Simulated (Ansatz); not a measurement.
Input and output of a self-consistent single point for TiTc (P4mm, 2 atoms in the cell) (Ansatz, a first-principles code).

Computed with PBEsol, default PAW files made with PBE (plane waves; Ansatz).

```
TiTc
1.0
    3.10375     0.00000     0.00000
    0.00000     3.10375     0.00000
    0.00000     0.00000     3.10375
Ti Tc
1 1
Direct
  0.50000   0.50000   0.51611
  0.00000   0.00000   0.00000
```

Reference input (self-consistent single point, DFT, PBEsol, plane waves, default PAW files made with PBE): basis.ecutwfc = 500 eV; kpoints.mp_grid.grid = 11 11 11; hamiltonian.xc = pbesol; hamiltonian.pseudopotentials = {kind: paw} (the program's default PAW files); scf.occupations.method = fermi_dirac; scf.occupations.width = 0.1 eV. This run's input differs from it in these lines:

Ansatz 0.2 input:
```diff
@@ -11,3 +11,3 @@
 kpoints:
-  mp_grid: { grid: [11, 11, 11] }
+  mp_grid: { grid: [18, 18, 18] }
 hamiltonian:
@@ -16,3 +16,3 @@
 scf:
-  occupations: { method: fermi_dirac, width: 0.1 eV }
+  occupations: { method: gaussian, width: 0.2 eV }
 output:
```

Output (repeated stretches shortened):

```
SCF iter   1: F=—  HF=-7812.926345 eV  |F-HF|=—  |Δ(HF+E_count)|=         —  Δρ=6.56e-2  dr2=1.11e0  ethr=3.10e-3  ⟨swp⟩=4.7  Hψ=37079  notcnv=0
all-band conjugate gradients solve this SCF's bands
preconditioner: auto → none
SCF iter   2: F=—  HF=-7812.633514 eV  |F-HF|=—  |Δ(HF+E_count)|=   2.93e-1  Δρ=3.32e-2  dr2=2.70e-1  ethr=3.10e-3  ⟨swp⟩=2.6  Hψ=18430  notcnv=0  defer=22
   [... lines left out ...]
SCF iter   4: F=—  HF=-7812.550341 eV  |F-HF|=—  |Δ(HF+E_count)|=   4.10e-4  Δρ=8.11e-4  dr2=3.21e-4  ethr=5.93e-6  ⟨swp⟩=2.1  Hψ=14336  notcnv=0  defer=22
SCF iter   5: F=—  HF=-7812.550251 eV  |F-HF|=—  |Δ(HF+E_count)|=   9.00e-5  Δρ=2.47e-4  dr2=2.60e-5  ethr=1.19e-6  ⟨swp⟩=2.1  Hψ=15775  notcnv=0  defer=22
SCF iter   6: F=—  HF=-7812.550236 eV  |F-HF|=—  |Δ(HF+E_count)|=   1.44e-5  Δρ=4.19e-5  dr2=4.77e-7  ethr=9.61e-8  ⟨swp⟩=2.0  Hψ=12989  notcnv=0  defer=22
SCF iter   7: F=-7812.550236 eV  HF=-7812.550236 eV  |F-HF|=6.50e-9  |Δ(HF+E_count)|=   4.30e-8  Δρ=8.85e-6  dr2=1.67e-8  ethr=3.70e-10  ⟨swp⟩=4.9  Hψ=37568  notcnv=0
SCF 1 converged in 7 iterations: F = -7812.550236 eV  dr2 = 1.67e-8
Free energy (F): -7812.550236 eV
Internal energy: -7812.516228 eV  (E = F + TS)
E sigma→0 (E₀):  -7812.533232 eV
Entropy (-TS):   -0.034009 eV (-17.004 meV/atom)
Fermi energy:    18.032173 eV
--- Forces (eV/Å), atoms counted from 1 ---
  atom   1  Ti     0.00000000     0.00000000    -0.38129131
  atom   2  Tc     0.00000000     0.00000000     0.38123987
--- Stress (GPa, compression-positive) ---
       -6.781168       0.000000       0.000000
        0.000000      -6.781168       0.000000
        0.000000       0.000000      -6.985821
  P = ⅓ Tr σ = -6.8494 GPa (-68.494 kbar)
  The stress holds the Pulay correction. Without it, at fixed plane waves, as pw.x and ABINIT print it: P = -6.8770 GPa
```

The run converged in 7 iterations. Against the reference run the free energy goes up by 3.6 meV/atom, the pressure goes from -6.69 to -6.85 GPa and the largest force hardly changes (0.379 to 0.381 eV/Å).

The starting cell comes from a database of computed structures (which also holds hypothetical and non-ambient phases and stackings), without a prior relaxation at this level. Its lattice was rescaled by up to half a per cent. One atom was moved a little off its site on purpose. Spin polarisation is off. With a pressure of about -7 GPa the cell is away from its equilibrium volume at this level. Ansatz's pressure includes its estimate of the finite-basis (Pulay) stress.
